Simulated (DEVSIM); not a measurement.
Structure: abrupt Si n-p junction, at 400 K.

Layer 1 from the left is Si, thickness (μm) 0.270, Nd (cm⁻³) 1.9e18, τn (s) 1.3e-5, τp (s) 1.3e-5. Layer 2 from the left is Si, thickness (μm) 3.00, Na (cm⁻³) 3.5e16, τn (s) 1.3e-5, τp (s) 1.3e-5.

Left contact: ohmic. Right contact: ohmic. Voltage is applied to the left contact. Recombination: SRH at mid-gap. Mobility is μmin + (μ − μmin)/(1 + (N/Nref)^α).

The device is made up for the run: typed textbook-type constants, with dimensions and the other settings drawn at random. Values at 300 K; Nc and Nv go as T^1.5, mobilities as T to minus their exponent, the gap by Varshni's rule with the affinity fixed.

Si: gap (eV) 1.124, affinity (eV) 4.05, permittivity 11.7, Nc (cm⁻³) 2.86e19, Nv (cm⁻³) 3.1e19, μn (cm²/Vs) 1417, μp (cm²/Vs) 470, μn,min 52, μp,min 45, Nref,n 9.7e16, Nref,p 2.2e17, αn 0.68, αp 0.72, T exponent of μn 2.3, T exponent of μp 2.2, Varshni α (eV/K) 0.000473, Varshni β (K) 636.

Estimate by hand the built-in potential, the peak field at zero bias, the capacitance at 2 V, and compare with a numerical solution.


- Built-in potential: ni = √(Nc Nv) exp(−Eg/2kT) = 5.68e12 cm⁻³ with Eg = 1.096 eV; Vbi = kT/q ln(Na Nd/ni²) = 0.739 V; numerical 0.739 V.
- Peak field at zero bias: depletion approximation: W = √(2εVbi/(qN)) = 0.167 μm with N = 3.44e16 cm⁻³; field = 2Vbi/W = 88700 V/cm; numerical 111000 V/cm (estimate below by 20 %).
- Capacitance at 2 V: C = √(qεN / 2(Vbi + |V|)) = 32.3 nF/cm²; numerical 32.7 nF/cm² (estimate below by 1.4 %).

DEVSIM, 1D drift-diffusion, Boltzmann statistics, complete ionisation; no tunnelling, impact ionisation, image-force lowering or self-heating.
